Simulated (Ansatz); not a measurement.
**TiC, response to strain**

The reference is TiC in the rock salt structure (space group Fm-3m, No. 225; relaxed with 0.1 eV smearing).

```
TiC
1.0
    0.00000     2.16392     2.16392
    2.16392     0.00000     2.16392
    2.16392     2.16392     0.00000
Ti C
1 1
Direct
  0.00000   0.00000   0.00000
  0.50000   0.50000   0.50000
```

Cartesian axes are those of the cell as printed.

Strains are applied to the cell and any free atomic positions relax; under biaxial strain the out-of-plane vector relaxes too.

Computed with DFT with r2SCAN, PAW potentials and a 500 eV plane-wave cutoff in Ansatz (a quantum-chemistry and plane-wave program), no spin-orbit coupling.

Notes on the quantities. in-plane stress: mean in-plane stress (compression positive); energy relative to the base: free energy F.

| change | in-plane stress | volume per atom | energy relative to the base |
|---|---|---|---|
| base | – | 10.13 Å³ | 0 meV/atom |
| biaxial strain +0.50 %, plane normal [001], relaxed out of plane | -2.9 GPa | 10.21 Å³ | +0.9 meV/atom |
| biaxial strain +1.00 %, plane normal [001], relaxed out of plane | [?] | 10.29 Å³ | +3.6 meV/atom |
| biaxial strain +1.50 %, plane normal [001], relaxed out of plane | [?] | 10.37 Å³ | +8.0 meV/atom |
| biaxial strain +2.00 %, plane normal [001], relaxed out of plane | -10.6 GPa | 10.44 Å³ | +14 meV/atom |
| biaxial strain +2.50 %, plane normal [001], relaxed out of plane | -12.9 GPa | [?] | [?] |
| biaxial strain +3.00 %, plane normal [001], relaxed out of plane | -15.1 GPa | 10.60 Å³ | +31 meV/atom |

What belongs in the blanks?


- biaxial strain +1.00 %, plane normal [001], relaxed out of plane, in-plane stress: -5.6 GPa
- biaxial strain +1.50 %, plane normal [001], relaxed out of plane, in-plane stress: -8.2 GPa
- biaxial strain +2.50 %, plane normal [001], relaxed out of plane, volume per atom: 10.52 Å³
- biaxial strain +2.50 %, plane normal [001], relaxed out of plane, energy relative to the base: +22 meV/atom

No phonon test of stability was made. All final runs are without spin polarisation.
